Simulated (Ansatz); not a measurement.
**ZnS under a change: uniaxial strain ε_zz = +3.93 %**

Take ZnS in the wurtzite structure (space group P6_3mc, No. 186; a = 3.807 Å, c = 6.246 Å) as the base. Axes: x lies along a and z along c of the hexagonal cell.

The change: the cell is stretched by 3.93 % along z with no lateral relaxation, atoms relaxed at fixed cell.

Calculations: r2SCAN (Ansatz, a quantum-chemistry and plane-wave program, PAW, no SOC), earlier PAW set. Settings: 10×10×6 k-points, 0.05 eV Fermi–Dirac smearing.

```csv
quantity,base,changed,shift
volume per atom,19.60 Å³,20.37 Å³,+0.77 Å³
space group,P6_3mc (No. 186),P6_3mc (No. 186),–
shortest interatomic distance,233.4 pm,235.7 pm,+2.3 pm
energy relative to the base (free energy F),0 meV/atom,+14 meV/atom,+14 meV/atom
"pressure (mean of the normal stresses, compression positive)",0.00 GPa,-2.80 GPa,-2.806 GPa
band gap,2.77 eV,2.45 eV,-0.32 eV
gap character,direct at Γ,direct at Γ,–
width of the top valence band,2.18 eV,2.17 eV,-0.01 eV
electron mass,"0.18 mₑ along c, 0.21 mₑ across (at Γ)","0.16 mₑ along z, 0.21 mₑ across (at Γ)",–
"valence-band top at Γ (three highest levels, from the VBM)","0.00, 0.00, -0.08 eV","0.00, 0.00, -0.28 eV",–
largest internal atomic displacement,–,0.017 Å,–
"stress (xx, yy, zz, yz, xz, xy; compression positive)",–,"(-1.47, -1.47, -5.48, 0.00, 0.00, 0.00) GPa",–
```

Final structure:

```xyz
4
Lattice="3.8070 0.0000 0.0000 -1.9035 3.2970 0.0000 0.0000 0.0000 6.4917" Properties=species:S:1:pos:R:3 pbc="T T T"
Zn     1.9035     1.0990     6.4729
Zn     0.0000     2.1980     3.2270
S      1.9035     1.0990     4.0775
S      0.0000     2.1980     0.8316
```

Cost of the whole job for the changed cell (relaxation, final SCF and bands): about 3.0 core-minutes (a rough figure).

Effective masses come from finite differences of ±0.01 Å⁻¹. Stability against distortions was not tested.
